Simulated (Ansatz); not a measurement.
The starting structures come from a database of crystals and need not be the phases stable at ambient conditions.

By PBEsol, the system below comes out a metal.

A figure of merit of an interconnect metal is its ballistic conductance per area.

Data:

```
CELL_PARAMETERS angstrom
      2.94277     0.00000     0.00000
      0.00000     4.67745     0.00000
      0.00000     0.00000     3.28033
ATOMIC_POSITIONS crystal
  Si 0.00000 0.15686 0.00000
  Si 0.50000 0.84314 0.50000
  Ni 0.00000 0.65750 0.00000
  Ni 0.50000 0.34250 0.50000
```

Space group of this cell: Pmmn. The cell is taken as given.

The current flows along the normal of the first two printed cell vectors. No spin-orbit coupling; the value is a mean over 0.1 eV about the Fermi level.

**Question.** Predict the ballistic conductance per area from PBEsol in Ansatz (a program for electronic structure).

**Answer.** 0.52 × 10¹⁵ S/m² for both spins.
